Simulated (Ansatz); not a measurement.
The reference is Be in the hcp (Mg type) structure (space group P6_3/mmc, No. 194).

```cif
data_Be2
_chemical_formula_sum 'Be2'
_space_group_name_H-M_alt 'P63/mmc'
_space_group_IT_number 194
_space_group_name_Hall '-P 6c 2c'
_cell_length_a 2.26369
_cell_length_b 2.26369
_cell_length_c 3.56386
_cell_angle_alpha 90.000
_cell_angle_beta 90.000
_cell_angle_gamma 120.000
loop_
_atom_site_label
_atom_site_type_symbol
_atom_site_symmetry_multiplicity
_atom_site_Wyckoff_symbol
_atom_site_fract_x
_atom_site_fract_y
_atom_site_fract_z
_atom_site_occupancy
Be1 Be 2 d 0.66667 0.33333 0.25000 1
```

Level of theory: r2SCAN in Ansatz (plane waves to 500 eV, PAW, no spin-orbit coupling).

Before the change:

```
Property              Result
-------------------  -------
Band gap                zero
Lattice parameter a  2.264 Å
c/a ratio              1.574
```

Modification: Sr takes the place of Be on all its sites, then cell and atoms are relaxed.

Tabulated Pauling electronegativity and covalent radius: Be 1.57, 0.96 Å; Sr 0.95, 1.95 Å.

Task: Predict the new band gap.

Result: The band gap is still zero.

Task: What does the calculation give for the lattice parameter a after the change?

Result: The lattice parameter a increases by 2.039 Å (2.264 Å → 4.303 Å).

Task: Predict the new c/a ratio.

Result: The c/a ratio goes up by 0.081 to 1.655.

Stability against distortions was not tested. This is not the structure that Sr has at room temperature and ambient pressure.

Ansatz is a program for electronic structure.
